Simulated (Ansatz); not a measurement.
AlP, element substitutions

Start from AlP in the zinc blende structure (space group F-43m, No. 216; a = 5.4705 Å).

Each row replaces one element on all its sites; cell and atoms are relaxed.

Calculations: PBEsol (Ansatz, a program for electronic structure, PAW, no spin-orbit coupling).

```
change   band gap  volume per atom
-------  --------  ---------------
base      1.45 eV         20.46 Å³
Al → B        [?]              [?]
Al → Bi      zero              [?]
P → Ga       zero              [?]
```

**Question.** Some entries are withheld; estimate them.

**Answer.** 
- Al → B, band gap: 1.11 eV
- Al → B, volume per atom: 11.54 Å³
- Al → Bi, volume per atom: 32.86 Å³
- P → Ga, volume per atom: 24.83 Å³

Stability against distortions was not tested. As relaxed here, BiP and AlGa are hypothetical phases, not in the database extracts checked. All final runs are without spin polarisation.
